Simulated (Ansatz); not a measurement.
**Effect of tensor shear ε_xy = +1.33 % on EuO**

Base system: EuO in the rock salt structure (space group Fm-3m, No. 225; a = 4.9652 Å; ferromagnetic; relaxed with 0.1 eV smearing). Axes: x, y, z lie along the cube axes.

Now apply this change: tensor shear ε_xy = +1.33 % (engineering shear γ = 0.0266); the atoms relax in the strained cell.

The values are results of PBEsol, PAW, 420 eV (Ansatz, a first-principles code; no spin-orbit coupling), not measurements. k-mesh 20×20×20 (Γ-centred); smearing 0.1 eV (Fermi–Dirac).

* **Volume per atom**: 15.30 Å³ (base 15.30 Å³)
* **Space group**: Immm (No. 71) (base Fm-3m (No. 225))
* **Energy relative to the base (free energy F)**: +2.0 meV/atom
* **Pressure (mean of the normal stresses, compression positive)**: 0.0 GPa (base 0.0 GPa)
* **Band gap**: zero (base zero)
* **Magnetic state**: ferromagnetic (base ferromagnetic)
* **Largest site moment**: 6.50 μB (base 6.50 μB)
* **Stress (xx, yy, zz, yz, xz, xy; compression positive)**: (0.0, 0.0, 0.0, 0.0, 0.0, -1.6) GPa

Final structure:

```
CELL_PARAMETERS angstrom
      0.03302     2.48261     2.48261
      2.48261     0.03302     2.48261
      2.51563     2.51563     0.00000
ATOMIC_POSITIONS crystal
  O  0.00000 0.00000 0.00000
  Eu 0.50000 0.50000 0.50000
```

Cost of the whole job for the changed cell (relaxation, final SCF and bands): around 2.0 core-minutes (rough).

Other magnetic orders, which the real material may have, were not ruled out. The state of the 4f shell was not checked for lower solutions. Whether these cells are dynamically stable was not tested. No Hubbard U is applied, and correlation can decide whether such a compound is a metal.
